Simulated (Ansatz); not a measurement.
HgTe: stress against strain

HgTe (zinc blende, F-43m, 35.494 Å³/atom and stress up to 0.01 GPa in the relaxed cell) under an equal strain ε in the (001) plane with the normal axis free, as in a coherent film. r2SCAN in Ansatz, a plane-wave DFT program (PAW, default set), 500 eV, 12×12×12 Γ-centred mesh, Fermi-Dirac smearing 0.05 eV; ions are relaxed, or left where forces stay under 0.02 eV/Å, within the symmetry of each cell. Against the start cell, which lies near the measured one, the relaxed cell differs by 5.3 % in volume; the values below rest on it. Stress is positive for a compressed cell.

Here s stands for strain and y for stress xx.

```
strain (%)  stress xx (GPa)
----------  ---------------
-1.50                  0.58
-1.00                  0.38
-0.50                  0.19
0.00                   0.00
0.50                  -0.18
1.00                  -0.36
1.50                  -0.53
3.00                      ?
```

The 7 complete rows are fitted with a straight line, y against s. Means: s 0, y 0.011. About the means, the sum of products is -2.5900 and the sum of squares of s is 7.0000; the slope is their ratio. Least squares gives y = 0.011 - 0.3700·s. Residuals (row less fit): 0.014, -0.001, -0.006, -0.011, -0.006, -0.001, 0.014; standard error 0.011 (degrees of freedom: 5). The slope gives the biaxial elastic modulus of this plane = 37.0 ± 0.4 GPa (± standard error of the fit, which holds the terms cut off).

Predict the withheld y at s = 3.00 from the fit, and compare with the calculation.

y = 0.011 - 0.3700 × 3.0 = -1.099 GPa. The calculation gives -1.01 GPa, 0.089 GPa above the prediction (5.6 % of the range of y in the table). The row lies outside the fitted rows, so this is an extrapolation. From the scatter of the fitted rows alone, a prediction at this place has a standard error of 0.017 GPa, so the miss is 5.2 times that.

A polynomial of degree 2 through the 12 other runs of the series gives -1.01 there, so most of the miss is curvature that the fit leaves out. This level leaves no gap over 0.05 eV at strain -1.50, -1.00, -0.50, 0.00, 0.50, 3.00 %. Spin-orbit coupling is left out, which can shift these values for the heavy elements here. Rows are the converged runs of the series near zero and its far end; series whose fitted rows scatter by over a few per cent of the range, as at a crossing or softening among them, aren't shown in this form, nor equations of state whose B0' disagrees with the runs' pressures. Most that stay on the fit to the last digits aren't either.
